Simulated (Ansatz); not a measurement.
The reference is InSb in the zinc blende structure (space group F-43m, No. 216; a = 6.450 Å).

Computed with LDA in Ansatz (plane waves to 420 eV, PAW, no spin-orbit coupling).

Base values:

| Quantity | Value |
|---|---|
| Band gap | zero |
| Pressure | 0.0 GPa |

It is then changed as follows: the cell is scaled by 0.9700 in all directions, atoms relaxed at fixed cell.

### Question
How does this affect the band gap?

### Answer
The band gap changes from zero to 0.19 eV.

### Question
What does the calculation give for the pressure after the change?

### Answer
The pressure goes from zero to 5.3 GPa.

Spin-orbit coupling, missing from the scalar runs, can matter with Sb. The cells carry an imposed strain or load. No phonon test of stability was made. The final runs are not spin-polarised. A zero or small gap of InSb can be the functional's error rather than a property of the material.

Ansatz is an electronic-structure program.
